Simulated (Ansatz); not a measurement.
Worked example: self-consistent single point of Sc2Al (P3m1, 6 atoms in the cell) in Ansatz (an electronic-structure program).

Method: PBEsol, default PAW files made with PBE (plane waves; Ansatz).

The change in words: lattice scaled by 0.98. Reference geometry:
```xyz
6
Lattice="4.8779 0.0000 0.0000 -2.4390 4.2244 0.0000 0.0000 0.0000 6.1429" Properties=species:S:1:pos:R:3 pbc="T T T"
Sc     0.0000     0.0000     0.0500
Sc     0.0000     0.0000     3.0715
Sc     0.0000     2.8163     4.6072
Sc     2.4390     1.4081     1.5357
Al     0.0000     2.8163     1.5357
Al     2.4390     1.4081     4.6072
```

Reference input (self-consistent single point, DFT, PBEsol, plane waves, default PAW files made with PBE): basis.ecutwfc = 420 eV; kpoints.mp_grid.grid = 6 6 4; hamiltonian.xc = pbesol; hamiltonian.pseudopotentials = {kind: paw} (the program's default PAW files); scf.occupations.method = fermi_dirac; scf.occupations.width = 0.1 eV. This run's input differs from it in these lines:

```diff
@@ -2,5 +2,5 @@
   lattice:
-    - [4.87793200, 0.00000000, 0.00000000]
-    - [-2.43896600, 4.22441400, 0.00000000]
-    - [0.00000000, 0.00000000, 6.14293600]
+    - [4.78037300, 0.00000000, 0.00000000]
+    - [-2.39018700, 4.13992600, 0.00000000]
+    - [0.00000000, 0.00000000, 6.02007700]
   atoms:
```

The program printed (abridged):

```
SCF iter   1: F=—  HF=-9496.774633 eV  |F-HF|=—  |Δ(HF+E_count)|=         —  Δρ=4.71e-3  dr2=2.89e-2  ethr=1.77e-3  ⟨swp⟩=5.9  Hψ=3275  notcnv=0
all-band conjugate gradients solve this SCF's bands
preconditioner: auto → Kerker (q_TF=auto, 2.361 Å⁻¹)
SCF iter   2: F=—  HF=-9496.766266 eV  |F-HF|=—  |Δ(HF+E_count)|=   8.37e-3  Δρ=1.94e-3  dr2=3.80e-3  ethr=5.78e-5  ⟨swp⟩=2.4  Hψ=1403  notcnv=0
   [... lines left out ...]
SCF iter   5: F=—  HF=-9496.765261 eV  |F-HF|=—  |Δ(HF+E_count)|=   2.09e-5  Δρ=4.94e-5  dr2=4.10e-6  ethr=2.36e-7  ⟨swp⟩=2.0  Hψ=977  notcnv=0
SCF iter   6: F=—  HF=-9496.765264 eV  |F-HF|=—  |Δ(HF+E_count)|=   3.32e-6  Δρ=1.07e-5  dr2=1.45e-7  ethr=8.20e-9  ⟨swp⟩=2.0  Hψ=960  notcnv=0
SCF iter   7: F=—  HF=-9496.765264 eV  |F-HF|=—  |Δ(HF+E_count)|=   9.47e-9  Δρ=7.61e-6  dr2=1.55e-7  ethr=2.00e-10  ⟨swp⟩=4.9  Hψ=2430  notcnv=0
SCF iter   8: F=-9496.765264 eV  HF=-9496.765264 eV  |F-HF|=4.77e-9  |Δ(HF+E_count)|=   1.82e-8  Δρ=1.61e-6  dr2=5.69e-9  ethr=2.00e-10  ⟨swp⟩=2.0  Hψ=2358  notcnv=0
SCF 1 converged in 8 iterations: F = -9496.765264 eV  dr2 = 5.69e-9
Free energy (F): -9496.765264 eV
Internal energy: -9496.543985 eV  (E = F + TS)
E sigma→0 (E₀):  -9496.654625 eV
Entropy (-TS):   -0.221278 eV (-36.880 meV/atom)
Fermi energy:    9.788278 eV
--- Forces (eV/Å), atoms counted from 1 ---
  atom   1  Sc    -0.00000000    -0.00000000    -0.36521329
  atom   2  Sc    -0.00000000     0.00000000     0.13442755
  atom   3  Sc     0.00000000     0.00000000     0.07705441
  atom   4  Sc     0.00000000     0.00000000     0.07504010
  atom   5  Al     0.00000000     0.00000000     0.04057589
  atom   6  Al    -0.00000000     0.00000000     0.03811094
--- Stress (GPa, compression-positive) ---
        3.542274       0.000000       0.000000
        0.000000       3.542274      -0.000000
        0.000000      -0.000000       2.767739
  P = ⅓ Tr σ = 3.2841 GPa (32.841 kbar)
  The stress holds the Pulay correction. Without it, at fixed plane waves, as pw.x and ABINIT print it: P = 3.2579 GPa
```

The run converged in 8 iterations. Against the reference run the free energy rises by 6.5 meV/atom, the pressure goes from -1.39 to 3.28 GPa and the largest force goes from 0.324 to 0.365 eV/Å.

The starting cell comes from a database of computed structures (which also holds hypothetical and non-ambient phases and stackings), without a prior relaxation at this level. Its lattice was rescaled by up to half a per cent. One atom was moved a little off its site on purpose. For this run, on top of that: lattice scaled by 0.98. With a pressure of about 3 GPa the cell is away from its equilibrium volume at this level. Ansatz's pressure includes its estimate of the finite-basis (Pulay) stress.

Keys are those of Ansatz 0.2.
